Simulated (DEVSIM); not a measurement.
Structure: Ru/SiO2/n-GaAs capacitor, at 400 K.

```
layer (left to right)  material  thickness (nm)  Nd (cm⁻³)
---------------------  --------  --------------  ---------
1                          SiO2            7.80          -
2                          GaAs            7800     6.8e15
```

Metal gate on the left, work function 4.7 eV. Fixed charge at the semiconductor interface 0 cm⁻² (in units of +e); no interface traps.

This is a model device: material constants are rounded textbook-type values typed into the input, and sizes, dopings and lifetimes were drawn at random. Values at 300 K; Nc and Nv go as T^1.5, mobilities as T to minus their exponent, the gap by Varshni's rule with the affinity fixed.

```
parameter         SiO2      GaAs
----------------  ----  --------
gap (eV)             9     1.424
affinity (eV)      0.9      4.07
permittivity       3.9      12.9
Nc (cm⁻³)            -    4.7e17
Nv (cm⁻³)            -      9e18
Varshni α (eV/K)     -  0.000541
Varshni β (K)        -       204
```

Simulated with DEVSIM: 1D Poisson equation in equilibrium, Boltzmann statistics, complete ionisation; no quantum confinement or tunnelling. Metal contacts follow the ideal Schottky-Mott rule: no Fermi-level pinning, no interface dipoles.

The SiO2 thickness was swept, all else fixed.

```csv
SiO2 thickness (μm),capacitance of the dielectric stack (μF/cm²),threshold voltage (band bending 2φF) (V),minimum of the low-frequency capacitance (μF/cm²)
0.0031,1.11,-0.53,0.0280
0.0043,0.803,-0.55,0.0277
0.0055,0.628,-0.56,0.0276
0.0066,0.523,-0.58,0.0275
0.0078,0.443,-0.59,0.0274
0.0094,0.367,-0.62,0.0268
```

From the first row to the last the capacitance of the dielectric stack goes from 1.11 to 0.367. From the first row to the last the threshold voltage (band bending 2φF) goes from -0.53 to -0.62.
